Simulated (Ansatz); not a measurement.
Take PbSe in the rock salt structure (space group Fm-3m, No. 225) as the base.

```
PbSe
1.0
    0.00000     3.08901     3.08901
    3.08901     0.00000     3.08901
    3.08901     3.08901     0.00000
Se Pb
1 1
Direct
  0.00000   0.00000   0.00000
  0.50000   0.50000   0.50000
```

The values are results of plane-wave PAW DFT at the r2SCAN level (Ansatz, a quantum-chemistry and plane-wave program, 500 eV), no spin-orbit coupling, not measurements.

Base values:

The gap character comes out as direct at L. The gap between the host's bands is 0.67 eV.

Perturbation: 0.0590 electrons added to each cell, a density of 1.0×10^21 cm⁻³, with a uniform compensating background at fixed cell and a 300 K Fermi–Dirac width.

Q: Estimate the effect on the gap character and gap between the host's bands.

A: The gap character remains direct at L; the gap between the host's bands shrinks by 0.02 eV, from 0.67 eV to 0.65 eV.

Charged cell with a jellium background: band edges are those of the host's band count, energies are not comparable with the neutral cell, and many-body gap narrowing is missing. Spin-orbit coupling, missing from the scalar runs, can matter with Pb. Whether these cells are dynamically stable was not tested.
